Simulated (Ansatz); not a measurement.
KZnF3 under a change: biaxial strain +1.80 %, plane normal [001], relaxed out of plane

Start from KZnF3 in the cubic perovskite structure (space group Pm-3m, No. 221; a = 4.0523 Å). Axes: x, y, z lie along the cube axes.

Modification: tensile biaxial strain of 1.80 % in the plane normal to [001], as in epitaxy on a mismatched substrate; the out-of-plane cell vector and the atoms relax.

All numbers come from PBEsol (Ansatz, a quantum-chemistry and plane-wave program, PAW, scalar-relativistic without spin-orbit coupling). Settings: 8×8×8 k-points, 0.05 eV Fermi–Dirac smearing.

| quantity | base | changed | shift |
|---|---|---|---|
| space group | Pm-3m (No. 221) | P4/mmm (No. 123) | – |
| shortest interatomic distance | 2.026 Å | 2.000 Å | -0.026 Å |
| energy relative to the base (free energy F) | 0 meV/atom | +3.7 meV/atom | +3.7 meV/atom |
| band gap | 3.71 eV | 3.57 eV | -0.14 eV |
| gap character | – | indirect, A → Γ | – |
| smallest direct gap | 5.52 eV | 5.33 eV | -0.19 eV |
| electron mass | 0.44 mₑ (at Γ) | 0.44 mₑ (at Γ) | – |
| out-of-plane strain | – | -1.30 % | – |
| ratio −ε⊥/ε∥ | – | 0.72 | – |

Final structure (turned so that z lies along the plane normal):

```xyz
5
Lattice="4.1252 0.0000 0.0000 0.0000 4.1252 0.0000 0.0000 0.0000 3.9996" Properties=species:S:1:pos:R:3 pbc="T T T"
K      0.0000     0.0000     0.0000
Zn     2.0626     2.0626     1.9998
F      2.0626     0.0000     1.9998
F      0.0000     2.0626     1.9998
F      2.0626     2.0626     0.0000
```

Cost of the whole job for the changed cell (relaxation, final SCF and bands): roughly 60 core-seconds.

Effective masses come from finite differences of ±0.01 Å⁻¹. Whether these cells are dynamically stable was not tested. Many cubic perovskites are stable only at high temperature; tilts and polar distortions were not tested. Labels are those of the standard path for the cell's own space group.
